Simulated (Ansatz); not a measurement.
Start from PbO (space group P4/nmm, No. 129; a = 4.034 Å, c = 4.994 Å; layered, stacked along the Cartesian z axis).

The values are results of DFT with PBE-D3(BJ), PAW potentials and a 420 eV plane-wave cutoff in Ansatz (a program for electronic structure), no spin-orbit coupling, not measurements.

Base values:

| Item | Result |
|---|---|
| Density | 9.12 g/cm³ |

One thing is altered: cell and atoms relaxed at a pressure of 10 GPa.

### Question
Predict the new density.

### Answer
The density goes up by 2.22 g/cm³, from 9.12 g/cm³ to 11.34 g/cm³.

From pressure 10 GPa on, the axis ratios lie over 15 % from the base's, so the cell there is far from its starting form. Load acts through the strain it causes; cell and atoms are relaxed under it. No phonon test of stability was made. Competing high-pressure phases were not computed. The program warned that a D3 coordination switch lies within reach, so dispersion energies are less smooth here.
